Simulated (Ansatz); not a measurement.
Si (diamond structure), Σ13 (510) [001] symmetric tilt. One Sb atom replaces one Si atom in a bicrystal of 80 atoms (one solute to 76 Å² of one boundary, a high coverage); atoms relaxed, cell held. Energies count from the site farthest from both boundaries, which lies only 5.4 Å away; negative means that the solute is drawn to the site. The cell is neutral, and spin is allowed where the electrons are odd. k-points: Γ-centred 2×4×1 mesh; occupations: Fermi-Dirac, 0.050 eV; spin-polarised, moments started parallel. No spin-orbit coupling.

Sites tried, by distance from the nearest boundary plane (Å): 0.06, 0.79, 1.05, 2.15.

Q: Does Sb segregate by PBE (Ansatz, a program for electronic structure), and with what energy at each site?

A: 0.06 Å: -0.57 eV; 0.79 Å: -0.73 eV; 1.05 Å: -0.23 eV; 2.15 Å: -0.33 eV. The most favoured site tried binds it by 0.73 eV.
